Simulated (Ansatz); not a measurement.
Relaxation of the outer planes of the (0001) surface of hcp Re in its 1x1 cell, outermost plane spacing 2.24 Å in the ideal cut.

Computed with PBE (plane waves to 420 eV, PAW; Ansatz, a program for electronic structure).

Set-up: 4 atoms, 6.7 Å thick at the start (thin: gaps and levels are the slab's own); mesh 15x15x1; 0.1 eV smearing; dipole correction on; all atoms relaxed; symmetry of the start imposed; no spin, no spin-orbit, no U.

```json
[
 {"plane": "1", "atoms": "Re", "bulk spacing to the next (Å)": "2.241", "relaxed spacing (Å)": "2.099", "change (%)": "-6.3", "rumpling (Å)": "0.00"}
]
```
